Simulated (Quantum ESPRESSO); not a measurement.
Quantum ESPRESSO run on VH2 (I4mm, 3 atoms in the cell): self-consistent single point.

Computed with PBEsol, PseudoDojo standard norm-conserving (PBESOL) pseudopotentials (plane waves; Quantum ESPRESSO 7.5).

```
CELL_PARAMETERS angstrom
      1.48766    -1.48766     2.10387
      1.48766     1.48766     2.10387
     -1.48766    -1.48766     2.10387
ATOMIC_POSITIONS crystal
  V  0.02377 0.98812 0.98812
  H  0.50000 0.25000 0.75000
  H  0.50000 0.75000 0.25000
```

Reference input (self-consistent single point, DFT, PBEsol, plane waves, PseudoDojo standard norm-conserving (PBESOL) pseudopotentials): ecutwfc = 85 Ry; occupations = smearing; smearing = gaussian; degauss = 0.0073499 Ry; potentials = {V: V.upf, H: H.upf}; K_POINTS = automatic 9 9 9 0 0 0; conv_thr = 1e-09 Ry; mixing_beta = 0.7. This run's input differs from it in these lines:

```diff
@@ -17,3 +17,3 @@
    smearing = 'gaussian'
-   degauss = 0.0073499
+   degauss = 0.02205
 /
@@ -31,3 +31,3 @@
 K_POINTS {automatic}
-9 9 9  0 0 0
+18 18 18  0 0 0
```

Output (repeated stretches shortened):

```
     Self-consistent Calculation

     iteration #  1     ecut=    85.00 Ry     beta= 0.70

     Threshold (ethr) on eigenvalues was too large:
     Diagonalizing with lowered threshold

     total energy              =    -149.75588047 Ry
     estimated scf accuracy    <       0.14887305 Ry

     iteration #  2     ecut=    85.00 Ry     beta= 0.70

     total energy              =    -149.78378090 Ry
     estimated scf accuracy    <       0.10906250 Ry

     iteration #  3     ecut=    85.00 Ry     beta= 0.70

     total energy              =    -149.80953145 Ry
     estimated scf accuracy    <       0.00134999 Ry

   [... 3 blocks of this kind left out ...]

     iteration #  7     ecut=    85.00 Ry     beta= 0.70

     total energy              =    -149.80985536 Ry
     estimated scf accuracy    <       0.00000001 Ry

     iteration #  8     ecut=    85.00 Ry     beta= 0.70
     End of self-consistent calculation

     Number of k-points >= 100: set verbosity='high' to print the bands.

     the Fermi energy is    13.7148 ev

!    total energy              =    -149.80985536 Ry
     estimated scf accuracy    <          2.1E-10 Ry
     smearing contrib. (-TS)   =      -0.00483484 Ry
     internal energy E=F+TS    =    -149.80502053 Ry

     convergence has been achieved in   8 iterations

     Forces acting on atoms (cartesian axes, Ry/au):

     atom    1 type  1   force =    -0.01314087    0.01314087    0.00000000
     atom    2 type  2   force =     0.00657044   -0.00657044    0.00000000
     atom    3 type  2   force =     0.00657044   -0.00657044    0.00000000

     Total force =     0.022761     Total SCF correction =     0.000006

          total   stress  (Ry/bohr**3)                   (kbar)     P=      -50.92
  -0.00034927   0.00000933   0.00000000          -51.38        1.37        0.00
   0.00000933  -0.00034927   0.00000000            1.37      -51.38        0.00
  -0.00000000   0.00000000  -0.00033994           -0.00        0.00      -50.01

   JOB DONE.
```

The run converged in 8 iterations. Against the reference run the free energy goes down by 10.4 meV/atom, the pressure goes from -5.39 to -5.09 GPa and the largest force moves little (0.477 to 0.478 eV/Å).

The starting cell comes from a database of computed structures (which also holds hypothetical and non-ambient phases and stackings), without a prior relaxation at this level. Its lattice was rescaled by up to half a per cent. One atom was moved a little off its site on purpose. Spin polarisation is off. With a pressure of about -5 GPa the cell is away from its equilibrium volume at this level.

Cost on one core of a shared machine: roughly 3 min.
